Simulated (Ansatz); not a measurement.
We consider As (I4/mmm, No. 139, 3 atoms in the cell; start mp-1238842; another form than the element's usual one), described by LDA in Ansatz (PAW).

Settings: plane-wave cutoff 520 eV, 20×20×20 k mesh, Fermi–Dirac smearing 0.05 eV, scalar-relativistic PAW data made under PBE.

Cell (relaxed at this level):

```cif
data_As3
_chemical_formula_sum 'As3'
_space_group_name_H-M_alt 'P 1'
_space_group_IT_number 1
_cell_length_a 4.86977
_cell_length_b 4.86977
_cell_length_c 4.86977
_cell_angle_alpha 131.810
_cell_angle_beta 131.810
_cell_angle_gamma 70.529
loop_
_space_group_symop_operation_xyz
  'x, y, z'
loop_
_atom_site_label
_atom_site_type_symbol
_atom_site_fract_x
_atom_site_fract_y
_atom_site_fract_z
_atom_site_occupancy
As1 As 0.75000 0.25000 0.50000 1
As2 As 0.25000 0.75000 0.50000 1
As3 As 0.50000 0.50000 0.00000 1
```

Problem. What does this level give for the bulk modulus?

Solution. 
- bulk modulus: 80.0 GPa

The run finds no gap.

Note: the bulk modulus is −V dP/dV from two relaxed cells at ±2 % in volume; the relaxation could not lower the start's symmetry, so the cell can be a saddle point above a distorted one.

A start named mp-… is a Materials Project structure, which need not be a measured phase.

Ansatz is a quantum-chemistry and plane-wave program.
